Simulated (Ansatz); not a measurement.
We consider Ti5Te4 (I4/m, No. 87), described by LDA (plane waves, PAW; Ansatz, a program for electronic structure).

Run with plane-wave cutoff 520 eV, 16×16×16 k mesh, Fermi–Dirac smearing 0.05 eV, no spin polarisation, scalar-relativistic PAW data made under PBE.

The cell is scaled about its equilibrium volume:

Shape and atoms are relaxed at each volume.

| V (Å³/atom) | P (GPa) | c (Å) | a (Å) |
|---|---|---|---|
| 19.310 | 3.76 | 3.570 | 9.867 |
| 19.712 | 1.77 | 3.599 | 9.929 |
| 20.114 | 0.01 | 3.628 | 9.990 |
| 20.517 | -1.56 | 3.655 | 10.052 |
| 20.919 | -2.94 | 3.682 | 10.112 |

Note: the volume lies 7 % below that of the published cell; the bulk modulus comes from volumes at which shape and atoms were relaxed.
